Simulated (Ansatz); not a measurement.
The parent structure is Te (space group P3_121, No. 152; made of chains).

```
CELL_PARAMETERS angstrom
      4.52090     0.00000     0.00000
     -2.26045     3.91521     0.00000
      0.00000     0.00000     5.95427
ATOMIC_POSITIONS crystal
  Te 0.26811 0.00000 0.33333
  Te 0.00000 0.26811 0.66667
  Te 0.73189 0.73189 0.00000
```

All numbers come from PBE, PAW, 420 eV (Ansatz, a quantum-chemistry and plane-wave program; no spin-orbit coupling).

```json
[
 {"level": "PBE", "band gap": "0.23 eV"}
]
```

Problem. What does experiment give, and how far off is each level?

Solution. Measured: band gap 0.332 eV (temperature not stated; as listed in Manish Kothakonda et al., ACS Materials Au (2022)). Computed minus measured — band gap: PBE -0.10 eV. Measured values not marked as corrected hold thermal and zero-point effects that the static-lattice runs lack. A measured gap can be an optical one, lowered by exciton binding. Levels without spin-orbit coupling miss its effect on the gap.

Spin-orbit coupling, missing from the scalar runs, can matter with Te. Stability against distortions was not tested. No dispersion term is included, though the crystal is made of layers, chains or molecules, so its spacings can come out too wide. The zero or small gap of Te can change with the level of theory.
